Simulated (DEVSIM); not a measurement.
System: abrupt Si p-n junction, at 250 K.

Layer 1 from the left is Si, thickness (μm) 1.70, Na (cm⁻³) 1.8e17, τn (s) 1.6e-7, τp (s) 1.6e-7. Layer 2 from the left is Si, thickness (μm) 7.30, Nd (cm⁻³) 2.1e15, τn (s) 1.6e-7, τp (s) 1.6e-7.

Left contact: ohmic. Right contact: ohmic. Voltage is applied to the left contact. Recombination: SRH at mid-gap, radiative, Auger. Mobility is constant in doping.

Constants are typed, rounded textbook-type inputs, not results; the design itself was drawn at random and stands for no fabricated device. Values at 300 K; Nc and Nv go as T^1.5, mobilities as T to minus their exponent, the gap by Varshni's rule with the affinity fixed.

Si: gap (eV) 1.124, affinity (eV) 4.05, permittivity 11.7, Nc (cm⁻³) 2.86e19, Nv (cm⁻³) 3.1e19, μn (cm²/Vs) 1417, μp (cm²/Vs) 470, T exponent of μn 2.3, T exponent of μp 2.2, B (cm³/s) 4.7e-15, Cn (cm⁶/s) 2.8e-31, Cp (cm⁶/s) 9.9e-32, Varshni α (eV/K) 0.000473, Varshni β (K) 636.

Model (solved in DEVSIM): 1D drift-diffusion, Boltzmann statistics, complete ionisation; no tunnelling, impact ionisation, image-force lowering or self-heating.

Dark forward current:

| |V| (V) | |J| (A/cm²) |
|---|---|
| 0.05 | 4.561e-10 |
| 0.10 | 1.870e-9 |
| 0.15 | 6.565e-9 |
| 0.20 | 2.243e-8 |
| 0.25 | 7.695e-8 |
| 0.30 | 2.716e-7 |
| 0.35 | 1.032e-6 |
| 0.40 | 4.586e-6 |
| 0.45 | 2.627e-5 |
| 0.50 | 0.0001957 |
| 0.55 | 0.001732 |
| 0.60 | 0.01660 |
| 0.65 | 0.1627 |
| 0.70 | 1.509 |
| 0.75 | 10.88 |
| 0.80 | 54.90 |
| 0.85 | 199.4 |
| 0.90 | 526.7 |
| 0.95 | 1078 |
| 1.00 | 1852 |
| 1.05 | 2820 |

Question: Work out the local ideality factor n = ΔV / (kT/q · ln(J2/J1)) between the rows 0.10 and 0.15 V, 0.60 and 0.65 V, 1.00 and 1.05 V.

Answer: kT/q = 21.54 mV. From 0.10 to 0.15 V: ln(6.565e-9/1.870e-9) = 1.256, n = 1.85. From 0.60 to 0.65 V: ln(0.1627/0.01660) = 2.283, n = 1.02, near the 1 of diffusion or emission over a barrier. From 1.00 to 1.05 V: ln(2820/1852) = 0.420, n = 5.52.

Question: Estimate the current at 0.60 V from the Shockley equation with J0 = Σ q ni² D/(N L) coth(W/L), τ joining the SRH, radiative and Auger lifetimes that are on, and W taken as the whole layer.

Answer: ni² = 6.36e15 cm⁻⁶; electrons in the p layer: μ = 2160 cm²/Vs, D = 46.4 cm²/s, τ = 1.60e-7 s, L = 27.2 μm, W/L = 0.062, term 1.55e-15 A/cm²; holes in the n layer: μ = 702 cm²/Vs, D = 15.1 cm²/s, τ = 1.60e-7 s, L = 15.6 μm, W/L = 0.47, term 1.08e-14 A/cm². J0 = 1.23e-14 A/cm², and J = J0 exp(qV/kT) = 0.0154 A/cm². The simulation gives 0.0166 A/cm²; the estimate lies 7.1 % below. The estimate leaves out recombination in the depletion region and that region's share of W.
